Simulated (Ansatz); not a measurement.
Response to strain in HfO2

Start from HfO2 in the fluorite structure (space group Fm-3m, No. 225; a = 5.001 Å).

Strains are applied to the cell and any free atomic positions relax.

The values are results of LDA, PAW, 420 eV (Ansatz, a first-principles code; spin-orbit coupling left out), not measurements.

Notes on the quantities. energy relative to the base: free energy F.

```tsv
case	energy relative to the base	band gap	electron mass	width of the top valence band	pressure
base	0 meV/atom	3.66 eV	1.1 mₑ along k, 0.68 mₑ across (at X)	1.90 eV	0.00 GPa
isotropic strain −3.00 %	+82 meV/atom	3.87 eV	0.98 mₑ along k, 0.65 mₑ across (at X)	2.00 eV	31.24 GPa
isotropic strain −2.50 %	+56 meV/atom	3.84 eV	1.0 mₑ along k, 0.65 mₑ across (at X)	1.98 eV	25.15 GPa
isotropic strain −2.00 %	+35 meV/atom	3.80 eV	1.0 mₑ along k, 0.66 mₑ across (at X)	1.97 eV	19.43 GPa
isotropic strain −1.50 %	+19 meV/atom	3.77 eV	1.0 mₑ along k, 0.67 mₑ across (at X)	1.95 eV	14.08 GPa
isotropic strain −1.00 %	+8.4 meV/atom	3.73 eV	1.1 mₑ along k, 0.67 mₑ across (at X)	1.93 eV	9.06 GPa
isotropic strain +0.50 %	+1.9 meV/atom	3.63 eV	1.1 mₑ along k, 0.69 mₑ across (at X)	1.88 eV	-4.10 GPa
isotropic strain +1.50 %	+18 meV/atom	3.56 eV	1.1 mₑ along k, 0.70 mₑ across (at X)	1.85 eV	-11.48 GPa
isotropic strain +2.00 %	+31 meV/atom	3.52 eV	1.2 mₑ along k, 0.71 mₑ across (at X)	1.83 eV	-14.80 GPa
isotropic strain +2.50 %	+48 meV/atom	3.49 eV	1.2 mₑ along k, 0.71 mₑ across (at X)	1.81 eV	-17.89 GPa
```

With Hf present, leaving out spin-orbit coupling can change the band edges. Effective masses come from finite differences of ±0.01 Å⁻¹. Along k means along the line from Γ to the band edge. Stability against distortions was not tested. This is not the structure that HfO2 has at room temperature and ambient pressure.
